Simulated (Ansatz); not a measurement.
# I on the 1x1 (0001) surface of hcp Ti, one in a 2x2 cell, started at the site 'hollow Ti-Ti-Ti'

Calculation: PBE (plane waves to 420 eV, PAW; Ansatz, an electronic-structure program).

Slab: 17 atoms, 6.8 Å thick at the start under the adsorbate (thin: gaps and levels are the slab's own); k 6x6x1, smearing 0.1 eV, dipole-corrected; 8 atoms held, the rest relaxed; start symmetry kept, larger cells not searched; no spin, no spin-orbit, no U, no dispersion correction. At the end it is bonded to 3 Ti. In PBE it is, or lies within 0.03 eV of, the lowest of the starts that converged.

- adsorption energy against ½ I2(g): -2.77 eV
- work function of the top face: 3.93 eV
- change of the work function: -0.47 eV
- change of the step from the bottom to the top vacuum level, against the clean slab: -0.47 eV
- energy released by relaxation: 0.29 eV
- height of the binding atom over the mean of the host atoms within 0.3 Å of the top one: 2.242 Å
- nearest host atoms of the binding atom: Ti at 2.88 Å, Ti at 2.88 Å, Ti at 2.88 Å
- largest move of a host atom: 0.10 Å
- cost: about 5 core-minutes (a rough figure)

A negative adsorption energy means that the adsorbate is more stable on the surface than in its reference.
